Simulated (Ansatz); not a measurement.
Start from BN in the zinc blende structure (space group F-43m, No. 216).

Space group F-43m (No. 216); a = b = c = 3.6247 Å, α = β = γ = 90.00°

```
atom  site  symmetry       x       y       z
----  ----  --------  ------  ------  ------
N       4c      -43m  0.2500  0.2500  0.2500
B       4a      -43m  0.0000  0.0000  0.0000
```
(The calculation used a cell of 2 atoms; values per cell refer to that cell.)

Levels (all Ansatz, a first-principles code, PAW): PBE (420 eV, no spin-orbit coupling); r2SCAN (500 eV, without spin-orbit coupling).

Levels that relaxed their own cell: PBE and r2SCAN.

```tsv
level	band gap	lattice parameter a
PBE	4.46 eV	3.625 Å
r2SCAN	5.00 eV	3.610 Å
```

Measured: band gap 6.2 eV (room temperature; as listed in arXiv:1206.3780); lattice parameter a 3.593 Å (static lattice; corrected from measurement; as listed in Tamar Goldzak et al., The Journal of Chemical Physics (2022)).

Computed minus measured — band gap: PBE -1.74 eV, r2SCAN -1.20 eV (closest: r2SCAN); lattice parameter a: PBE +0.9 %, r2SCAN +0.5 % (closest: r2SCAN). Measured values not marked as corrected hold thermal and zero-point effects that the static-lattice runs lack. A measured gap can be an optical one, lowered by exciton binding.

Whether these cells are dynamically stable was not tested.
